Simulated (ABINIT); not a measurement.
A self-consistent single point of Nb6GePt (Pm-3, 8 atoms in the cell) with ABINIT.

Computed with LDA (PW92), norm-conserving pseudopotentials (PseudoDojo nc-sr-04 LDA standard) (plane waves; ABINIT).

The change in words: lattice scaled by 0.98. Reference geometry:
```yaml
crystal:
  lattice:
    - [5.06625, 0.00000, 0.00000]
    - [0.00000, 5.06625, 0.00000]
    - [0.00000, 0.00000, 5.06625]
  atoms:
    - { symbol: Nb, position: [0.00000, 0.50000, 0.74989] }
    - { symbol: Nb, position: [0.00000, 0.50000, 0.25011] }
    - { symbol: Nb, position: [0.74989, 0.00000, 0.50000] }
    - { symbol: Nb, position: [0.25011, 0.00000, 0.50000] }
    - { symbol: Nb, position: [0.50000, 0.74989, 0.00000] }
    - { symbol: Nb, position: [0.50000, 0.25011, 0.00000] }
    - { symbol: Ge, position: [0.00000, 0.00000, 0.00000] }
    - { symbol: Pt, position: [0.50000, 0.50000, 0.50000] }
```

Reference input (self-consistent single point, DFT, LDA (PW92), plane waves, norm-conserving pseudopotentials (PseudoDojo nc-sr-04 LDA standard)): pseudos = [Nb.upf, Ge.upf, Pt.upf]; ecut = 42 Ha; occopt = 7; tsmear = 0.00367493 Ha; ngkpt = 5 5 5; nshiftk = 1; shiftk = 0 0 0; potentials = PseudoDojo nc-sr-04 LDA standard; nband = 69; kptopt = 1; nstep = 100; tolvrs = 1e-10. This run's input differs from it in these lines:

```diff
@@ -3,3 +3,3 @@
 pseudos "Nb.upf, Ge.upf, Pt.upf"
-acell 5.0662490000 5.0662490000 5.0662490000 Angstrom
+acell 4.9649240000 4.9649240000 4.9649240000 Angstrom
 rprim
```

Output (repeated stretches shortened):

```
--- !BeginCycle
solver: {iscf: 7, nstep: 100, nline: 4, wfoptalg: 0, }
tolerances: {tolvrs: 1.00E-10, }
...

     iter   Etot(hartree)      deltaE(h)  residm     vres2
 ETOT  1  -592.03359632566    -5.920E+02 6.238E-01 2.955E+03
 ETOT  2  -593.13995933565    -1.106E+00 2.868E-02 8.857E+03
 ETOT  3  -594.05420537694    -9.142E-01 1.634E-02 2.820E+02
 ETOT  4  -594.08618090968    -3.198E-02 1.023E-02 5.063E+00
 ETOT  5  -594.08685117885    -6.703E-04 5.551E-03 4.923E-02
   [... 12 lines left out ...]
 ETOT 18  -594.08687397256     3.331E-11 7.836E-04 5.467E-10
 ETOT 19  -594.08687397257    -1.421E-11 5.566E-04 4.589E-10
 ETOT 20  -594.08687397259    -1.728E-11 6.967E-04 1.141E-10
 ETOT 21  -594.08687397259    -3.183E-12 3.407E-04 3.258E-12
 At SCF step   21       vres2   =  3.26E-12 < tolvrs=  1.00E-10 =>converged.

 Cartesian components of stress tensor (hartree/bohr^3)
  sigma(1 1)= -6.25438176E-04  sigma(3 2)=  0.00000000E+00
  sigma(2 2)= -6.25438176E-04  sigma(3 1)=  0.00000000E+00
  sigma(3 3)= -6.25438176E-04  sigma(2 1)=  0.00000000E+00

 ----iterations are completed or convergence reached----

 reduced coordinates (array xred) for    8 atoms
       0.000000000000      0.500000000000      0.749890000000
       0.000000000000      0.500000000000      0.250110000000
       0.749890000000      0.000000000000      0.500000000000
       0.250110000000      0.000000000000      0.500000000000
       0.500000000000      0.749890000000      0.000000000000
       0.500000000000      0.250110000000      0.000000000000
   [... lines left out ...]
 Fermi (or HOMO) energy (hartree) =   0.59587   Average Vxc (hartree)=  -0.51554
 Fermi (or HOMO) energy (eV) =  16.21453   Average Vxc (eV)= -14.02859
   [... lines left out ...]
total_energy        : -5.94086873972593E+02
total_energy_eV     : -1.61659259738557E+04
band_energy         : -3.23061201457842E+01
...

-Cartesian components of stress tensor (GPa)         [Pressure=  1.8401E+01 GPa]
- sigma(1 1)= -1.84010233E+01  sigma(3 2)=  0.00000000E+00
- sigma(2 2)= -1.84010233E+01  sigma(3 1)=  0.00000000E+00
- sigma(3 3)= -1.84010233E+01  sigma(2 1)=  0.00000000E+00

 Calculation completed.
```

The run converged in 21 iterations. Against the reference run the free energy goes up by 61.3 meV/atom, the pressure goes from 2.88 to 18.40 GPa and the largest force goes from 0.229 to 0.258 eV/Å.

The starting cell comes from a database of computed structures (which also holds hypothetical and non-ambient phases and stackings), without a prior relaxation at this level. Its lattice was rescaled by a random factor within 2.5 % of one. For this run, on top of that: lattice scaled by 0.98. Spin polarisation is off. With a pressure of about 18 GPa the cell is away from its equilibrium volume at this level.

Cost on one core of a shared machine: roughly 10 min.
